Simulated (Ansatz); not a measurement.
AlN: response to strain

Base system: AlN in the zinc blende structure (space group F-43m, No. 216; a = 4.4032 Å).

Strains are applied to the cell and any free atomic positions relax.

All numbers come from PBE (Ansatz, a first-principles code; PAW; 420 eV plane waves; without spin-orbit coupling).

```tsv
case	pressure	smallest direct gap	shortest interatomic distance	electron mass	band gap
base	0.00 GPa	3.98 eV	1.907 Å	0.53 mₑ along k, 0.33 mₑ across (at X)	3.31 eV
isotropic strain −2.00 %	13.14 GPa	4.51 eV	1.868 Å	0.52 mₑ along k, 0.32 mₑ across (at X)	3.34 eV
isotropic strain −1.00 %	6.16 GPa	4.24 eV	1.888 Å	0.51 mₑ along k, 0.32 mₑ across (at X)	3.33 eV
isotropic strain −0.50 %	2.98 GPa	4.11 eV	1.897 Å	0.53 mₑ along k, 0.33 mₑ across (at X)	3.32 eV
isotropic strain +0.50 %	-2.80 GPa	3.85 eV	1.916 Å	0.53 mₑ along k, 0.33 mₑ across (at X)	3.30 eV
isotropic strain +1.00 %	-5.42 GPa	3.72 eV	1.926 Å	0.53 mₑ along k, 0.33 mₑ across (at X)	3.29 eV
isotropic strain +1.50 %	-7.88 GPa	3.59 eV	1.935 Å	0.54 mₑ along k, 0.33 mₑ across (at X)	3.28 eV
isotropic strain +2.00 %	-10.18 GPa	3.47 eV	1.945 Å	0.54 mₑ along k, 0.33 mₑ across (at X)	3.28 eV
isotropic strain +2.50 %	-12.33 GPa	3.35 eV	1.954 Å	0.54 mₑ along k, 0.33 mₑ across (at X)	3.27 eV
isotropic strain +3.00 %	-14.34 GPa	–	1.964 Å	0.24 mₑ (at Γ)	3.23 eV
```

Masses are band curvatures over ±0.01 Å⁻¹ around the edge. Along k means along the line from Γ to the band edge. No phonon test of stability was made. This is not the structure that AlN has at room temperature and ambient pressure.
